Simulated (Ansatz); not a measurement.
The reference is BaTiO₃ in the cubic perovskite structure (space group Pm-3m, No. 221; a = 3.9699 Å).

Level of theory: PBEsol in Ansatz (plane waves to 420 eV, PAW, no SOC).

One change was made to it. Results:

| quantity | base | after |
|---|---|---|
| smallest direct gap | 1.89 eV | 1.91 eV |
| volume per atom | 12.51 Å³ | 12.19 Å³ |

### Question
Name the change that was made.
(A) pressure −1 GPa
(B) pressure 5 GPa
(C) pressure 0.7 GPa

### Answer
B, pressure 5 GPa. For comparison, the volume per atom in the other runs: pressure −1 GPa gives 12.58 Å³; pressure 0.7 GPa gives 12.47 Å³.

Load acts through the strain it causes; cell and atoms are relaxed under it. No phonon test of stability was made. Competing high-pressure phases were not computed. All final runs are without spin polarisation. Many cubic perovskites are stable only at high temperature; tilts and polar distortions were not tested. This is not the structure that BaTiO3 has at room temperature and ambient pressure.

Ansatz is an electronic-structure program.
